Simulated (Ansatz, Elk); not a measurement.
An Ansatz (a quantum-chemistry and plane-wave program) input for a self-consistent single point of InP (F-43m, 2 atoms in the cell) (DFT, PBE, plane waves, default PAW files):

Ansatz 0.2 input:
```yaml
# InP
crystal:
  lattice:
    - [0.000000, 2.935000, 2.935000]
    - [2.935000, 0.000000, 2.935000]
    - [2.935000, 2.935000, 0.000000]
  atoms:
    - { symbol: In, position_ang: [0.000000, 0.000000, 0.000000] }
    - { symbol: P, position_ang: [1.467500, 1.467500, 1.467500] }
basis:
  ecutwfc: 420.0
kpoints:
  mp_grid: { grid: [7, 7, 7] }
hamiltonian:
  xc: pbe
  pseudopotentials: { kind: paw }
scf:
  occupations: { method: fermi_dirac, width: 0.02 }
output:
  forces: true
  eigenvalues: true
  stress: true
```

Q: Write the same calculation as an input for Elk.

A: This is the input that was run; spellings and numerical settings could be chosen otherwise.

```
tasks
  0

xctype
  20

tforce
  .true.

rgkmax
  8.0

gmaxvr
  18.0

lmaxapw
  10

lmaxo
  8

nxlo
  2

lorbcnd
  .true.

lradstp
  2

nrmtscf
  2.0

rmtscf
  0.94

lmaxi
  4

stype
  3

swidth
  0.000734986

scale
  1.889726125

avec
    0.0000000000    2.9350000000    2.9350000000
    2.9350000000    0.0000000000    2.9350000000
    2.9350000000    2.9350000000    0.0000000000

sppath
  'species/'

atoms
  2   : nspecies
  'In.in'   : spfname
  1   : natoms; atposl, bfcmt below
  0.0000000000  0.0000000000  0.0000000000    0.0 0.0 0.0
  'P.in'   : spfname
  1   : natoms; atposl, bfcmt below
  0.2500000000  0.2500000000  0.2500000000    0.0 0.0 0.0

ngridk
  7 7 7
```

Basis settings and potentials, where a program has them, do not carry over. This input uses DFT, PBE, all-electron FP-LAPW, Elk's shipped species files, APW+lo basis with extra local orbitals. Both were run: gap on the mesh 0.690 eV in Ansatz and 0.684 in Elk.

On Ansatz: the starting cell has typed, rounded lattice constants, without a prior relaxation at this level.

On Elk: the starting cell has typed, rounded lattice constants, without a prior relaxation at this level. Values depend on the basis (sphere radii, cutoffs, local orbitals), which need not be converged.
